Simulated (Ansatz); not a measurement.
## MgO: response to strain

Take MgO in the rock salt structure (space group Fm-3m, No. 225; a = 4.214 Å) as the base. Axes: x, y, z lie along the cube axes.

Strains are applied to the cell and any free atomic positions relax; under biaxial strain the out-of-plane vector relaxes too.

Computed with Kohn–Sham DFT with the PBEsol functional, run in Ansatz (a program for electronic structure) with PAW and 420 eV plane waves, spin-orbit coupling left out.

Notes on the quantities. energy relative to the base: free energy F; pressure: mean of the normal stresses, compression positive.

| variant | out-of-plane strain | energy relative to the base | electron mass | pressure | band gap |
|---|---|---|---|---|---|
| base | – | 0 meV/atom | 0.34 mₑ (at Γ) | 0.01 GPa | 4.62 eV |
| biaxial strain −3.00 %, plane normal [001], relaxed out of plane | +2.00 % | +19 meV/atom | 0.33 mₑ out of plane, 0.37 mₑ in plane (at Γ) | 7.95 GPa | 4.95 eV |
| biaxial strain −2.00 %, plane normal [001], relaxed out of plane | +1.30 % | +8.3 meV/atom | 0.33 mₑ out of plane, 0.36 mₑ in plane (at Γ) | 4.97 GPa | 4.84 eV |
| biaxial strain −1.50 %, plane normal [001], relaxed out of plane | +0.96 % | +4.6 meV/atom | 0.33 mₑ out of plane, 0.35 mₑ in plane (at Γ) | 3.61 GPa | 4.78 eV |
| biaxial strain −1.00 %, plane normal [001], relaxed out of plane | +0.63 % | +2.0 meV/atom | 0.35 mₑ (at Γ) | 2.33 GPa | 4.73 eV |
| biaxial strain −0.50 %, plane normal [001], relaxed out of plane | +0.31 % | +0.5 meV/atom | 0.34 mₑ (at Γ) | 1.13 GPa | 4.68 eV |
| biaxial strain +1.00 %, plane normal [001], relaxed out of plane | -0.60 % | +1.9 meV/atom | 0.34 mₑ (at Γ) | -2.04 GPa | 4.47 eV |
| biaxial strain +2.00 %, plane normal [001], relaxed out of plane | ? | ? | 0.35 mₑ out of plane, 0.32 mₑ in plane (at Γ) | ? | ? |
| biaxial strain +2.50 %, plane normal [001], relaxed out of plane | -1.43 % | +11 meV/atom | 0.35 mₑ out of plane, 0.32 mₑ in plane (at Γ) | -4.65 GPa | 4.26 eV |
| biaxial strain +3.00 %, plane normal [001], relaxed out of plane | -1.70 % | +15 meV/atom | 0.35 mₑ out of plane, 0.32 mₑ in plane (at Γ) | -5.41 GPa | 4.18 eV |

Task: Some entries are withheld; estimate them.

Result: 
- biaxial strain +2.00 %, plane normal [001], relaxed out of plane, out-of-plane strain: -1.16 %
- biaxial strain +2.00 %, plane normal [001], relaxed out of plane, energy relative to the base: +7.1 meV/atom
- biaxial strain +2.00 %, plane normal [001], relaxed out of plane, pressure: -3.84 GPa
- biaxial strain +2.00 %, plane normal [001], relaxed out of plane, band gap: 4.33 eV

Effective masses come from finite differences of ±0.01 Å⁻¹. Stability against distortions was not tested.
